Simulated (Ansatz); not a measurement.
Functionals compared on the (10-11) surface of hcp Hf in its 1x1 cell, outermost plane spacing 0.41 Å in the ideal cut, in Ansatz (plane waves, PAW). The structure was relaxed with PBE; the other rows are single points on it, each with its references at the same level. Cutoff 420 eV (500 eV for r2SCAN).

Model: 10-atom slab, 10.1 Å thick at the start (thin: gaps and levels are the slab's own), 12x7x1 mesh, Fermi-Dirac 0.1 eV, dipole correction, all atoms relaxed; held to the part of the start's symmetry that mesh and held atoms allow; no spin, no spin-orbit, no U. These notes are the PBE run's.

```csv
functional,surface energy (J/m²),work function of the top face (eV),rough cost of the single point
PBE,1.77,3.98,–
LDA,(withheld),(withheld),around 3 core-minutes (rough)
PBEsol,1.93,4.06,around 3 core-minutes (rough)
RPBE,1.66,3.86,about 3 core-minutes (a rough figure)
r2SCAN,1.96,4.00,around 10 core-minutes (rough)
```

Problem. Fill in the missing entries.

Solution. 
- LDA, surface energy (J/m²): 1.98
- LDA, work function of the top face (eV): 4.20

Ansatz is a program for electronic structure.
